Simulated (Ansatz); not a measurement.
The reference is InP in the zinc blende structure (space group F-43m, No. 216; a = 5.9073 Å). Axes: x, y, z lie along the cube axes.

Method: r2SCAN (Ansatz, a program for electronic structure, PAW, no spin-orbit coupling), earlier PAW set.

For the base:

The valence-band top at Γ is 0.00, 0.00, 0.00 eV.

It is then changed as follows: uniaxial stress, 3 GPa tension along x; all other stress components relax to zero.

Q: Estimate the effect on the valence-band top at Γ and energy relative to the base.

A: The valence-band top at Γ (three highest levels, from the VBM) changes from 0.00, 0.00, 0.00 eV to 0.00, 0.00, -0.32 eV; the energy goes up by 10 meV/atom.

The levels and masses belong to the bands next to the band gap. Load acts through the strain it causes; cell and atoms are relaxed under it. Beyond what the load breaks, stability against distortions was not tested.
